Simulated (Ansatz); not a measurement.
Take SnO in the litharge type structure (space group P4/nmm, No. 129; a = 3.836 Å, c = 4.757 Å; layered, stacked along the Cartesian z axis) as the base.

The values are results of DFT with PBE-D3(BJ), PAW potentials and a 420 eV plane-wave cutoff in Ansatz (a program for electronic structure), no SOC, earlier PAW set, not measurements.

| level | band gap |
|---|---|
| PBE-D3(BJ) | zero |

Question: What does experiment give, and how far off is each level?

Answer: Measured: band gap 0.7 eV (temperature not stated; as listed in David Waroquiers et al., Physical Review B (2013)). Computed minus measured — band gap: PBE-D3(BJ) -0.70 eV. Measured values not marked as corrected hold thermal and zero-point effects that the static-lattice runs lack. A measured gap can be an optical one, lowered by exciton binding. Levels without spin-orbit coupling miss its effect on the gap.

Stability against distortions was not tested. The final runs are not spin-polarised. The zero or small gap of SnO can change with the level of theory.
